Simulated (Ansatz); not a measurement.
Consider interstitial Li in wurtzite ZnO, charge state +1. Calculation: HSE06, atoms relaxed with HSE06 at the PBE lattice, PAW (plane waves to 420 eV; Ansatz, a quantum-chemistry and plane-wave program).

Cell of 72 host sites held at the relaxed PBE lattice; a 2×2×2 k-point mesh shifted by half a step along c; Fermi-Dirac width 0.01 eV, spin-restricted; finite-size errors left in. No zero-point or tunnelling terms. The charge state is imposed; whether it is stable for some Fermi level was not computed. Sites that were not tried may lie lower.

Relaxed starting cell (atoms counted from 1):

```yaml
crystal:
  lattice:
    - [9.83847, 0.00000, 0.00000]
    - [-4.91923, 8.52036, 0.00000]
    - [0.00000, 0.00000, 10.58758]
  atoms:
    - { symbol: Zn, position: [0.21497, 0.11739, 0.25832] }
    - { symbol: Zn, position: [0.22132, 0.11103, 0.74951] }
    - { symbol: Zn, position: [0.22153, 0.44428, 0.25000] }
    - { symbol: Zn, position: [0.22227, 0.44466, 0.74949] }
    - { symbol: Zn, position: [0.21496, 0.76461, 0.25832] }
    - { symbol: Zn, position: [0.22133, 0.77734, 0.74952] }
    - { symbol: Zn, position: [0.56775, 0.11739, 0.25831] }
    - { symbol: Zn, position: [0.55503, 0.11103, 0.74951] }
    - { symbol: Zn, position: [0.55362, 0.44191, 0.24728] }
    - { symbol: Zn, position: [0.55615, 0.44698, 0.74508] }
    - { symbol: Zn, position: [0.55362, 0.77874, 0.24728] }
    - { symbol: Zn, position: [0.55615, 0.77621, 0.74508] }
    - { symbol: Zn, position: [0.88808, 0.11084, 0.25000] }
    - { symbol: Zn, position: [0.88771, 0.11010, 0.74949] }
    - { symbol: Zn, position: [0.88808, 0.44427, 0.25000] }
    - { symbol: Zn, position: [0.88771, 0.44465, 0.74949] }
    - { symbol: Zn, position: [0.89045, 0.77874, 0.24728] }
    - { symbol: Zn, position: [0.88538, 0.77621, 0.74508] }
    - { symbol: Zn, position: [0.10914, 0.22323, 0.50251] }
    - { symbol: Zn, position: [0.11029, 0.22207, 0.99870] }
    - { symbol: Zn, position: [0.10914, 0.55295, 0.50251] }
    - { symbol: Zn, position: [0.11028, 0.55524, 0.99870] }
    - { symbol: Zn, position: [0.10935, 0.88819, 0.50197] }
    - { symbol: Zn, position: [0.09860, 0.88281, 0.98924] }
    - { symbol: Zn, position: [0.44417, 0.22301, 0.50197] }
    - { symbol: Zn, position: [0.44954, 0.23375, 0.98924] }
    - { symbol: Zn, position: [0.44366, 0.55535, 0.49634] }
    - { symbol: Zn, position: [0.44256, 0.55480, 0.99908] }
    - { symbol: Zn, position: [0.44417, 0.88819, 0.50196] }
    - { symbol: Zn, position: [0.44954, 0.88281, 0.98924] }
    - { symbol: Zn, position: [0.77941, 0.22322, 0.50250] }
    - { symbol: Zn, position: [0.77710, 0.22207, 0.99870] }
    - { symbol: Zn, position: [0.77702, 0.55534, 0.49633] }
    - { symbol: Zn, position: [0.77756, 0.55479, 0.99908] }
    - { symbol: Zn, position: [0.77702, 0.88871, 0.49633] }
    - { symbol: Zn, position: [0.77756, 0.88979, 0.99908] }
    - { symbol: O, position: [0.22093, 0.11143, 0.44308] }
    - { symbol: O, position: [0.22301, 0.10934, 0.94153] }
    - { symbol: O, position: [0.22071, 0.44387, 0.43889] }
    - { symbol: O, position: [0.22162, 0.44433, 0.93924] }
    - { symbol: O, position: [0.22093, 0.77654, 0.44307] }
    - { symbol: O, position: [0.22301, 0.78071, 0.94154] }
    - { symbol: O, position: [0.55582, 0.11143, 0.44307] }
    - { symbol: O, position: [0.55164, 0.10933, 0.94153] }
    - { symbol: O, position: [0.55394, 0.44255, 0.43613] }
    - { symbol: O, position: [0.55754, 0.44976, 0.93574] }
    - { symbol: O, position: [0.55394, 0.77842, 0.43613] }
    - { symbol: O, position: [0.55754, 0.77481, 0.93574] }
    - { symbol: O, position: [0.88849, 0.11166, 0.43889] }
    - { symbol: O, position: [0.88803, 0.11073, 0.93924] }
    - { symbol: O, position: [0.88850, 0.44387, 0.43889] }
    - { symbol: O, position: [0.88803, 0.44433, 0.93923] }
    - { symbol: O, position: [0.88981, 0.77842, 0.43613] }
    - { symbol: O, position: [0.88259, 0.77481, 0.93574] }
    - { symbol: O, position: [0.10917, 0.22319, 0.18853] }
    - { symbol: O, position: [0.11037, 0.22200, 0.69109] }
    - { symbol: O, position: [0.10917, 0.55301, 0.18853] }
    - { symbol: O, position: [0.11037, 0.55541, 0.69109] }
    - { symbol: O, position: [0.12100, 0.89401, 0.18554] }
    - { symbol: O, position: [0.10995, 0.88849, 0.69117] }
    - { symbol: O, position: [0.43834, 0.21135, 0.18554] }
    - { symbol: O, position: [0.44387, 0.22241, 0.69117] }
    - { symbol: O, position: [0.44366, 0.55534, 0.18841] }
    - { symbol: O, position: [0.44311, 0.55507, 0.68591] }
    - { symbol: O, position: [0.43834, 0.89401, 0.18554] }
    - { symbol: O, position: [0.44387, 0.88849, 0.69116] }
    - { symbol: O, position: [0.77935, 0.22319, 0.18852] }
    - { symbol: O, position: [0.77695, 0.22200, 0.69109] }
    - { symbol: O, position: [0.77702, 0.55534, 0.18841] }
    - { symbol: O, position: [0.77729, 0.55507, 0.68590] }
    - { symbol: O, position: [0.77702, 0.88871, 0.18841] }
    - { symbol: O, position: [0.77729, 0.88926, 0.68590] }
    - { symbol: Li, position: [0.33256, 0.99979, 0.12513] }
```
Cell charge +1.

End state 1 differs by these moves (Å; atoms that move under 0.08 Å are left out):

| atom | element | Δx | Δy | Δz |
|---|---|---|---|---|
| 1 | Zn | 0.01 | -0.01 | -0.21 |
| 5 | Zn | 0.00 | 0.01 | -0.21 |
| 7 | Zn | -0.01 | -0.01 | -0.21 |
| 23 | Zn | -0.09 | -0.05 | 0.06 |
| 24 | Zn | 0.08 | 0.05 | 0.10 |
| 25 | Zn | 0.00 | 0.10 | 0.06 |
| 26 | Zn | 0.00 | -0.10 | 0.10 |
| 29 | Zn | 0.09 | -0.05 | 0.06 |
| 30 | Zn | -0.08 | 0.05 | 0.10 |
| 37 | O | 0.09 | -0.05 | -0.09 |
| 41 | O | 0.00 | 0.10 | -0.09 |
| 43 | O | -0.09 | -0.05 | -0.09 |
| 59 | O | -0.06 | -0.03 | 0.05 |
| 61 | O | 0.00 | 0.06 | 0.05 |
| 65 | O | 0.06 | -0.03 | 0.05 |
| 73 | Li | 0.00 | 0.00 | 2.64 |

**Question.** Give the forward and backward barriers to end state 1 at the level HSE06, atoms relaxed with HSE06 at the PBE lattice, PAW.

**Answer.** forward 0.71 eV, backward 0.71 eV; at the saddle point atom 73 has neighbours 2 O at 1.89, O at 1.90; 3 Zn at 2.17 Å. The saddle point's order was not checked, and it lies on a symmetry element of the cell, where a band can be held.

End state 2 differs by these moves (Å; atoms that move under 0.08 Å are left out):

| atom | element | Δx | Δy | Δz |
|---|---|---|---|---|
| 1 | Zn | 0.11 | -0.08 | -0.12 |
| 5 | Zn | 0.00 | 0.11 | 0.39 |
| 7 | Zn | -0.11 | -0.08 | -0.12 |
| 21 | Zn | 0.00 | -0.06 | 0.07 |
| 22 | Zn | 0.00 | -0.12 | -0.13 |
| 23 | Zn | -0.07 | 0.05 | 0.07 |
| 24 | Zn | -0.02 | 0.11 | -0.03 |
| 26 | Zn | 0.00 | -0.08 | 0.11 |
| 29 | Zn | 0.07 | 0.05 | 0.07 |
| 30 | Zn | 0.02 | 0.11 | -0.03 |
| 41 | O | 0.00 | 0.01 | 0.28 |
| 57 | O | 0.00 | 0.16 | -0.01 |
| 59 | O | 0.04 | -0.11 | 0.02 |
| 61 | O | 0.00 | 0.09 | 0.03 |
| 65 | O | -0.04 | -0.11 | 0.02 |
| 73 | Li | 0.00 | -1.89 | -0.23 |

**Question.** Predict the forward and backward barriers to end state 2 from HSE06, atoms relaxed with HSE06 at the PBE lattice, PAW.

**Answer.** forward 0.68 eV, backward 0.025 eV; at the saddle point atom 73 has neighbours O at 1.76, 2 O at 1.86; Zn at 2.06 Å. The saddle point's order was not checked, and it lies on a symmetry element of the cell, where a band can be held.
